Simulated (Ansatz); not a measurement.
Response to strain in GaN

Start from GaN in the zinc blende structure (space group F-43m, No. 216; a = 4.4979 Å).

Strains are applied to the cell and any free atomic positions relax.

Level of theory: r2SCAN in Ansatz (plane waves to 500 eV, PAW, spin-orbit coupling left out).

Notes on the quantities. energy relative to the base: free energy F.

| isotropic strain (%) | energy relative to the base (meV/atom) |
|---|---|
| -3 | 62.5 |
| -2.5 | 42.7 |
| -2 | 26.9 |
| -1.5 | 14.9 |
| -1 | 6.5 |
| -0.5 | ? |
| 0 | 0.0 |

Q: Fit ΔE = Aε² + Bε³ (ε in %) to the rows shown and predict the withheld row.

A: Least squares on the printed values gives A = 6.29 and B = -0.22 meV/atom (largest residual 0.0 meV/atom); this predicts 1.6 meV/atom, and the run gives 1.6 meV/atom, in agreement.

Stability against distortions was not tested. This is not the structure that GaN has at room temperature and ambient pressure.

Ansatz is a program for electronic structure.
